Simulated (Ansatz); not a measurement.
Where the default PAW files enter, the runs use the earlier of Ansatz's two default sets.

Input:

```yaml
crystal:
  lattice:
    - [2.69349, 0.00000, 0.00000]
    - [0.00000, 5.98661, 0.00000]
    - [0.00000, 2.99330, 2.99330]
  atoms:
    - { symbol: Si, position: [0.50000, 0.50000, 0.00000] }
    - { symbol: Si, position: [0.00000, 0.00000, 0.00000] }
    - { symbol: O, position: [0.00000, 0.30684, 0.38632] }
    - { symbol: O, position: [0.00000, 0.69316, 0.61368] }
    - { symbol: O, position: [0.50000, 0.19316, 0.00000] }
    - { symbol: O, position: [0.50000, 0.80684, 0.00000] }
```

Space group of this cell: P4_2/mnm, rutile. The cell is taken as given; by r2SCAN its mean pressure is -9.7 GPa.

Level of theory: r2SCAN (plane waves, PAW; Ansatz, an electronic-structure program).

The current runs along the normal of the first two printed vectors; no spin-orbit coupling. Scaled by the factor s: both lengths across the current (ions clamped). Meshes 12×10×10 and 12×6 across the current in all rows.

```json
[
 {"s": "0.98", "mean pressure (GPa)": "4.0", "band gap (eV)": "6.74"},
 {"s": "1.00", "mean pressure (GPa)": "-9.7", "band gap (eV)": "5.97"},
 {"s": "1.02", "mean pressure (GPa)": "-20.8", "band gap (eV)": "?"}
]
```

### Question
Take the slope of the band gap against ln s from the two given rows, extrapolate to s = 1.02, and say what the run there gives.

### Answer
Slope = (6.74 − 5.97) / ln 0.98 = -38.1 eV. The line gives 5.97 + (-38.1) × ln 1.02 = 5.22 eV. The run gives 5.22 eV, as the line does.
